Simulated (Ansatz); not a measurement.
N on the Si site in alpha quartz (start: the Si site; 72-site cell, 2×2×2 Γ-centred sampling). Calculation: PBE, PAW (plane waves to 420 eV; Ansatz, a first-principles code). Total energies of the localised charge states, counted from that of charge +1, and their image corrections (point charge with alignment); the host's valence-band maximum lies at 1.990 eV on the cells' energy zero and its gap is 5.68 eV.

```json
[
 {"charge": "+1", "moment (μB)": "not spin-polarised", "E − E(first) (eV)": "0.000", "correction (eV)": "0.296"},
 {"charge": "0", "moment (μB)": "1.0", "E − E(first) (eV)": "4.158", "correction (eV)": "0.000"},
 {"charge": "−1", "moment (μB)": "not spin-polarised", "E − E(first) (eV)": "8.274", "correction (eV)": "0.422"}
]
```

Task: Derive the transition levels above the valence-band maximum and say which of them are thermodynamic.

Result: A level is the Fermi energy at which two charges have equal formation energy: ε(q/q′) = [E(q′) + corr(q′) − E(q) − corr(q)] / (q − q′) − E_VBM.
ε(+1/0) = [(4.158 + 0.000) − (0.000 + 0.296)] / 1 − 1.990 = 1.87 eV
ε(0/−1) = [(8.274 + 0.422) − (4.158 + 0.000)] / 1 − 1.990 = 2.55 eV
Thermodynamic levels at least 0.1 eV inside the gap: (+1/0) at 1.87 eV; (0/−1) at 2.55 eV. They hold to tenths of an eV in this cell. Only the charges listed were compared. The geometries come from one start. Flagged in the runs: a host whose relaxation on this sampling wasn't shown to rest, a strain field that reaches the edge of the cell.
